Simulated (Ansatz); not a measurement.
Task: Name crystals whose electron conductivity mass lies between 0.3 and 0.47 mₑ and whose band gap lies between 3.3 and 5.1 eV, by PBEsol with spin-orbit coupling, rigid bands (Ansatz, a first-principles code).

Result: Many crystals can fit; among those computed here:
- CsBr (Pm-3m): 0.30 mₑ, 4.26 eV
- KI (Fm-3m): 0.33 mₑ, 3.55 eV
- RbBr (Fm-3m): 0.37 mₑ, 4.06 eV
- KBr (Fm-3m): 0.38 mₑ, 4.18 eV

Masses are for dilute carriers at 300 K, harmonic means over directions unless an axis is named.

Formula and space group known from diffraction (Crystallography Open Database), not checked to be the room-temperature form: RbBr (Fm-3m).
